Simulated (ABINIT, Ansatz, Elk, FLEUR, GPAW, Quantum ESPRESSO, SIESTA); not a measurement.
# Co (P6_3/mmc, 2 atoms in the cell) computed with different codes at matched settings

Self-consistent single point.

```yaml
crystal:
  lattice:
    - [2.45049, 0.00000, 0.00000]
    - [-1.22525, 2.12219, 0.00000]
    - [0.00000, 0.00000, 3.98616]
  atoms:
    - { symbol: Co, position: [0.33333, 0.66667, 0.25000], spin: 3.0 }
    - { symbol: Co, position: [0.66667, 0.33333, 0.75000], spin: 3.0 }
```
(The spins are starting values, not results.)

All programs got the same cell, k-point mesh and kind of occupations, and the same starting moments (in Ansatz's words: kpoints.mp_grid.grid = 12 12 7; magnetization.spin_polarized = true; scf.occupations.method = gaussian; scf.occupations.width = 0.05 eV); potentials, basis and cutoffs are each program's usual ones.

```tsv
code	model	pressure (GPa)	size of the net moment (μB/atom)	k-points	cutoff
FLEUR	PBE, all-electron FLAPW (FLEUR), scalar-relativistic valence	–	1.58	76	Kmax 3.8 1/bohr
SIESTA	GGA PBE, numerical atomic orbitals TZP, PseudoDojo PBE standard norm-conserving potentials (rewritten from UPF to PSML)	3.58	1.60	516	grid 400 Ry
Ansatz	PBE, PAW files	10.87	1.58	76	default
Quantum ESPRESSO	PBE, PSlibrary PAW (PBE) pseudopotentials	10.05	1.58	76	50 Ry
GPAW	PBE, GPAW PAW datasets PBE (gpaw-data 1.0.1)	12.49	1.58	76	800 eV
Elk	PBE, all-electron FP-LAPW, Elk's shipped species files, APW+lo basis with extra local orbitals	–	1.57	76	rgkmax 7.5
ABINIT	PBE, norm-conserving pseudopotentials (PseudoDojo nc-sr-05 PBE standard)	11.50	1.60	76	96 Ry
```

A dash marks a value that a program does not give, or that is left out as unsure.

The spread over the programs that give each value: pressure within 8.91 GPa; size of the net moment within 0.03 μB/atom.

The starting cell comes from a database of computed structures (which also holds hypothetical and non-ambient phases and stackings), without a prior relaxation at this level. Its lattice was rescaled by a random factor within 2.5 % of one. On Ansatz's run: The magnetic order is the one reached from the typed start; others were not searched systematically. In the base run, with a pressure of about 11 GPa the cell is away from its equilibrium volume at this level.

Why do the programs differ, and what cannot be compared?

Differences of this kind can come from the potentials, where these differ, and from what each basis and cutoff leave unconverged. The valence holds different numbers of electrons (FLEUR 30, SIESTA 34, Ansatz (an electronic-structure program) 34, Quantum ESPRESSO 18, GPAW 18, ABINIT 34). The zero of total energies and Fermi levels follows the potentials and each program's conventions, so they are not compared here. SIESTA uses small atom-centred bases, whose incompleteness enters pressures, forces and empty levels differently from a plane-wave cutoff. FLEUR and Elk treat all electrons, but the usual bases taken here (sphere radii, linearisation, local orbitals, empty states) were not tested for convergence, so the values are no reference for the others. Ansatz's pressure is given at a fixed set of plane waves, as the other plane-wave codes print theirs; with its correction for the finite basis it is 11.10 GPa (the shift of 0.23 GPa shows how far the cutoff is from converged). Site moments depend on each program's spheres or projections; the total moment of the cell does not. The programs reduce the same mesh by symmetry to different extents, which changes the work and not the result. In the pressure, SIESTA (by 7.60), Quantum ESPRESSO (by 1.14) and GPAW (by 1.31) lie more than 1 GPa from the median of the plane-wave programs.

Keys are those of Ansatz 0.2.
